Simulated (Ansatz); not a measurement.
BP (I-4m2), r2SCAN with spin-orbit coupling, rigid bands (Ansatz, a first-principles code): Condition of this run: biaxial stress in (001) of -16 GPa (compression positive) (the target of the relaxation). band gap 0.43 eV, N_c = 1.18e19 cm⁻³ and N_v = 3.27e18 cm⁻³ at 300 K, conductivity masses along z (a = (0.00, 2.37, 2.21) Å; b = (2.37, 0.00, 2.21) Å; c = (2.37, 2.37, 0.00) Å) of 1.07 mₑ (electrons) and 0.362 mₑ (holes). Take k_BT = 0.02585 eV.

### Question
A film of it is 5 nm thick, with its normal along the direction named. Estimate the confinement energies in an infinite well.

### Answer
ħ²π²/(2m t²) = 0.376 eV·nm²/(m/mₑ × t²) gives 14.1 meV for electrons and 41.6 meV for holes, so the gap would widen to about 0.49 eV. Finite barriers and nonparabolic bands lower this, and with several valleys or bands the heaviest mass along the normal sets the lowest level, not this average.

### Question
Find the intrinsic carrier density and the intrinsic Fermi level.

### Answer
n_i = √(N_c N_v) exp(−E_g/2k_BT) = 6.21e18 × exp(−8.32) = 1.5e15 cm⁻³. The level lies (k_BT/2) ln(N_v/N_c) = -17 meV from mid-gap (positive towards the conduction band). Each 0.1 eV added to the gap lowers n_i by a factor of 6.9.

### Question
What thermal injection velocity √(2k_BT/πm) limits a ballistic channel along the direction named?

### Answer
5.20e6 cm/s for electrons and 8.94e6 cm/s for holes, a ratio of √(m_h/m_e) = 0.582, for dilute carriers.

Rigid, parabolic bands with the computed gap; masses take one relaxation time for all states. Geometry: cell and atoms relaxed with PBEsol.
